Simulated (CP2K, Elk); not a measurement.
A CP2K input for a self-consistent single point of Bi₂Te₃ (R-3m, 5 atoms in the cell) (DFT PBE, GPW, DZVP-MOLOPT-PBE-GTH basis, GTH-PBE potentials (POTENTIAL_UZH)):

```
&GLOBAL
  PROJECT calc
  RUN_TYPE ENERGY_FORCE
  PRINT_LEVEL MEDIUM
&END GLOBAL
&FORCE_EVAL
  METHOD Quickstep
  STRESS_TENSOR ANALYTICAL
  &DFT
    BASIS_SET_FILE_NAME BASIS_MOLOPT_UZH
    POTENTIAL_FILE_NAME POTENTIAL_UZH
    &QS
      METHOD GPW
      EPS_DEFAULT 1E-10
    &END QS
    &MGRID
      CUTOFF 400
      REL_CUTOFF 50
      NGRIDS 5
    &END MGRID
    &SCF
      SCF_GUESS ATOMIC
      EPS_SCF 1E-6
      MAX_SCF 100
      ADDED_MOS 6
      &DIAGONALIZATION
        ALGORITHM STANDARD
      &END DIAGONALIZATION
      &MIXING
        METHOD BROYDEN_MIXING
        ALPHA 0.2
        NBUFFER 12
      &END MIXING
      &SMEAR ON
        METHOD FERMI_DIRAC
        ELECTRONIC_TEMPERATURE [K] 232.09
      &END SMEAR
    &END SCF
    &KPOINTS
      SCHEME MACDONALD 4 4 4 0.125 0.125 0.125
    &END KPOINTS
    &XC
      &XC_FUNCTIONAL PBE
      &END XC_FUNCTIONAL
    &END XC
    &PRINT
      &MO
        EIGENVALUES T
        OCCUPATION_NUMBERS T
        NDIGITS 8
        FILENAME mo
        &EACH
          QS_SCF 0
        &END EACH
        ADD_LAST NUMERIC
      &END MO
      &MULLIKEN ON
      &END MULLIKEN
    &END PRINT
  &END DFT
  &SUBSYS
    &CELL
      A 11.07026200 0.00000000 0.00000000
      B 10.18552800 4.33655700 0.00000000
      C 10.18552700 2.07802800 3.80624900
      PERIODIC XYZ
    &END CELL
    &COORD
      Bi      18.96445917     3.86908523     2.29581521
      Bi      12.47685783     2.54549977     1.51043379
      Te      24.62461939     5.02385807     2.98102757
      Te       6.81669761     1.39072693     0.82522143
      Te       0.00000000     0.00000000     0.00000000
    &END COORD
    &KIND Bi
      BASIS_SET DZVP-MOLOPT-PBE-GTH-q5
      POTENTIAL GTH-PBE-q5
    &END KIND
    &KIND Te
      BASIS_SET DZVP-MOLOPT-PBE-GTH-q6
      POTENTIAL GTH-PBE-q6
    &END KIND
  &END SUBSYS
  &PRINT
    &FORCES ON
    &END FORCES
    &STRESS_TENSOR ON
    &END STRESS_TENSOR
  &END PRINT
&END FORCE_EVAL
```

Task: Give the Elk input for the same structure, mesh, smearing and functional.

Result: This is the input that was run; spellings and numerical settings could be chosen otherwise.

```
tasks
  0

xctype
  20

rgkmax
  7.5

gmaxvr
  16.0

nxlo
  2

lorbcnd
  .true.

lmaxi
  3

swidth
  0.000734986

maxscl
  100

scale
  20.91976334

avec
    0.1998998902    0.1154122554    0.9729953984
   -0.1998998902    0.1154122554    0.9729953984
    0.0000000000   -0.2308245108    0.9729953984

sppath
  'species/'

atoms
  2
  'Bi.in'
  2
  0.6031700000  0.6031700000  0.6031700000    0.0 0.0 0.0
  0.3968300000  0.3968300000  0.3968300000    0.0 0.0 0.0
  'Te.in'
  3
  0.7831930000  0.7831930000  0.7831930000    0.0 0.0 0.0
  0.2168070000  0.2168070000  0.2168070000    0.0 0.0 0.0
  0.0000000000  0.0000000000  0.0000000000    0.0 0.0 0.0

ngridk
  4 4 4
```

Basis settings and potentials, where a program has them, do not carry over. This input uses DFT, PBE, all-electron FP-LAPW, Elk's shipped species files, APW+lo basis with extra local orbitals.

The starting cell comes from a database of computed structures (which also holds hypothetical and non-ambient phases and stackings), without a prior relaxation at this level. Its lattice was rescaled by a random factor within 2.5 % of one. For this run, on top of that: lattice scaled by 0.98.
